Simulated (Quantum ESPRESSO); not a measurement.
# Pressure against volume in hcp Hf (space group 194) (Quantum ESPRESSO, PBE)

```
Hf
1.0
    3.13328     0.00000     0.00000
   -1.56664     2.71350     0.00000
    0.00000     0.00000     4.96021
Hf
2
Cartesian
  1.56664   0.90450   3.72015
  0.00000   1.80900   1.24005
```

Computed with PBE, GBRV 1.5 ultrasoft (PBE) pseudopotentials (plane waves; Quantum ESPRESSO). Settings: ecutwfc = 52 Ry; ecutrho = 416 Ry; occupations = smearing; smearing = fd; degauss = 0.0036749 Ry; potentials = {Hf: hf_pbe_v1.uspp.F.UPF}; K_POINTS = automatic 21 21 12 0 0 0; conv_thr = 1e-10 Ry. The cell above is the first row's. The rows scale it uniformly. In all rows fractional positions and the k mesh are held.

```
V (Å^3/atom)  P (GPa)
------------  -------
21.086           8.33
21.545           5.52
22.003           2.95
22.461           0.60
22.920          -1.55
23.378          -3.51
23.837          -5.31
24.295          -6.95
24.753              ?
```

Fit P against V with a cubic, and predict the withheld value at V = 24.753.

With u = V - 22.7, the rows have u = -1.6140, -1.1550, -0.6970, -0.2390, 0.2200, 0.6780, 1.1370, 1.5950. Least squares gives P = -0.543 - 4.6768·u + 0.4610·u² - 0.02962·u³. Residuals (row less fit): -0.001, 0.001, -0.001, -0.001, 0.000, 0.001, -0.002, 0.000; standard error 0.001 (degrees of freedom: 4). The fitted pressure is zero at V0 = 22.59, where dP/dV = -4.784, so B0 = -V0·dP/dV = 108 GPa. At the withheld row, u = 2.0530, so P = -0.543 - 4.6768 × 2.0530 + 0.4610 × 2.0530² - 0.02962 × 2.0530³ = -8.458 GPa. The calculation gives -8.44 GPa, 0.018 GPa above the prediction (0.1 % of the range of P in the table). The row lies outside the fitted rows, so this is an extrapolation.

Carrying the step between the two nearest rows on in a straight line would have given -8.59, off by 0.15; series whose last step already gives the withheld value aren't shown. The scan was laid around a cell of about the measured size, scaled by a guess for this functional; axis ratios and inner coordinates come from that cell. The runs keep the symmetry of the cell, so they don't test it for distortions. Spin-orbit coupling is off. The shape of the cell and the inner coordinates aren't relaxed, so V0 and B0 belong to this uniform scaling; a relaxed crystal lies no higher in energy and is usually softer. Cutoffs and mesh are single choices, not tested for convergence of this quantity. Series with a scatter that would blur these digits, or in which a gap closes, are not shown.
